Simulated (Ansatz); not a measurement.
# Rh in the fcc (Cu type) structure (space group Fm-3m, No. 225)

Rh has the cubic space group Fm-3m (No. 225), the fcc (Cu type) structure, Pearson symbol cF4. Conventional cell: a = b = c = 3.800 Å, α = β = γ = 90.00°. Rh on 4a sees 12 Rh at 2.687 Å (cuboctahedral). (Neighbours: up to the widest gap in distance over summed covalent radii, below 1.35, at either atom.)
(The calculation used a cell of 1 atom; values per cell refer to that cell.)

The values are results of r2SCAN, PAW, 500 eV (Ansatz, a quantum-chemistry and plane-wave program; no spin-orbit coupling), not measurements. k-mesh 21×21×21 (Γ-centred); smearing 0.05 eV (Fermi–Dirac).

The volume per atom comes out as 13.72 Å³ and the density comes out as 12.46 g/cm³. The band gap is zero and the total energy comes out as -6415.273 eV/atom (σ→0; compares only within this code and set-up).

No phonon test of stability was made. The final runs are not spin-polarised.
